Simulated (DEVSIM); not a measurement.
Device: Schottky contact on n-type CdTe, at 300 K.

Layer 1 from the left is CdTe, thickness (μm) 2.60, Nd (cm⁻³) 3.6e16, τn (s) 3.6e-10, τp (s) 3.6e-10.

Left contact: Schottky, work function 4.99 eV, emission velocity 7.1e6 cm/s. Right contact: ohmic. Voltage is applied to the left contact. Recombination: SRH at mid-gap, radiative. Mobility is constant in doping.

This is a model device: material constants are rounded textbook-type values typed into the input, and sizes, dopings and lifetimes were drawn at random. Values at 300 K.

CdTe: gap (eV) 1.5, affinity (eV) 4.28, permittivity 10.2, Nc (cm⁻³) 8e17, Nv (cm⁻³) 1.8e19, μn (cm²/Vs) 1000, μp (cm²/Vs) 80, B (cm³/s) 1e-10.

DEVSIM, 1D drift-diffusion, Boltzmann statistics, complete ionisation; no tunnelling, impact ionisation, image-force lowering or self-heating. Metal contacts follow the ideal Schottky-Mott rule: no Fermi-level pinning, no interface dipoles.

Dark forward current:

```csv
|V| (V),|J| (A/cm²)
0.05,5.857e-6
0.10,4.619e-5
0.15,0.0003238
0.20,0.002233
0.25,0.01535
0.30,0.1052
0.35,0.7191
0.40,4.862
0.45,31.38
0.50,166.2
0.55,559.7
0.60,1211
0.65,2018
```

### Question
Work out the local ideality factor n = ΔV / (kT/q · ln(J2/J1)) between the rows 0.15 and 0.20 V, 0.60 and 0.65 V.

### Answer
kT/q = 25.85 mV. From 0.15 to 0.20 V: ln(0.002233/0.0003238) = 1.931, n = 1.00, near the 1 of diffusion or emission over a barrier. From 0.60 to 0.65 V: ln(2018/1211) = 0.511, n = 3.79; the layers' resistance at their doping, Σ W/(qμN) = 4.5e-5 Ω cm², would take 36 mV of this step of 50 mV.

### Question
Estimate the current at 0.30 V for emission alone, J0 = q v N_band exp(−φB/kT), and read the barrier back from the simulated current.

### Answer
φB = 0.710 eV, N_band = 8.00e17 cm⁻³, J0 = 1.07e-6 A/cm²; J = J0 (exp(qV/kT) − 1) = 0.118 A/cm². The simulation gives 0.105 A/cm²; the estimate lies 12 % above. Read backwards, the simulated current gives an apparent barrier of 0.713 eV. The estimate leaves out transport through the depletion region and minority injection.
